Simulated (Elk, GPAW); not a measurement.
A GPAW input for a self-consistent single point of SnO₂ (P4_2/mnm, 6 atoms in the cell) (DFT LDA (Perdew-Wang 92), plane waves, GPAW PAW datasets LDA (gpaw-data 1.0.1)):

```python
from ase import Atoms
from ase.units import GPa
from gpaw import GPAW, PW, FermiDirac

atoms = Atoms(['Sn', 'Sn', 'O', 'O', 'O', 'O'],
              cell=[[4.740000, 0.000000, 0.000000],
                    [0.000000, 4.740000, 0.000000],
                    [0.000000, 0.000000, 3.190000]],
              positions=[[0.000000, 0.000000, 0.000000],
                         [2.370000, 2.370000, 1.595000],
                         [1.455180, 1.455180, 0.000000],
                         [3.825180, 0.914820, 1.595000],
                         [0.914820, 3.825180, 1.595000],
                         [3.284820, 3.284820, 0.000000]],
              pbc=True)

calc = GPAW(mode=PW(900),
            xc='LDA',
            kpts={'size': (4, 4, 5), 'gamma': True},
            occupations=FermiDirac(0.01),
            nbands=-8,
            convergence={'density': 1e-05, 'energy': 1e-05, 'bands': -6},
            symmetry={'symmorphic': False, 'tolerance': 0.0005},
            maxiter=120)

atoms.calc = calc

energy = atoms.get_potential_energy()
print('Energy (eV):', round(energy, 6))
forces = atoms.get_forces()
print('Forces (eV/Ang):')
print(forces.round(5))
stress = atoms.get_stress()
print('Stress (GPa, Voigt):', (stress / GPa).round(4))
```

Problem. Write the same calculation as an input for Elk.

Solution. This is the input that was run; spellings and numerical settings could be chosen otherwise.

```
tasks
  0

rgkmax
  7.5

gmaxvr
  14.0

nxoapwlo
  1

rmtscf
  0.82

swidth
  0.000367493

maxscl
  100

avec
    8.9573018307    0.0000000000    0.0000000000
    0.0000000000    8.9573018307    0.0000000000
    0.0000000000    0.0000000000    6.0282263376

atoms
  2
  'Sn.in'
  2
  0.0000000000  0.0000000000  0.0000000000    0.0 0.0 0.0
  0.5000000000  0.5000000000  0.5000000000    0.0 0.0 0.0
  'O.in'
  4
  0.3070000000  0.3070000000  0.0000000000    0.0 0.0 0.0
  0.8070000000  0.1930000000  0.5000000000    0.0 0.0 0.0
  0.1930000000  0.8070000000  0.5000000000    0.0 0.0 0.0
  0.6930000000  0.6930000000  0.0000000000    0.0 0.0 0.0

ngridk
  4 4 5
```

Basis, cutoffs, solver keys and any potentials are the target program's own. This input uses DFT, LDA (PW92), all-electron FP-LAPW, Elk's shipped species files, LAPW+lo basis. LDA parametrisations can differ slightly between programs.

The starting cell has typed, rounded lattice constants, without a prior relaxation at this level.
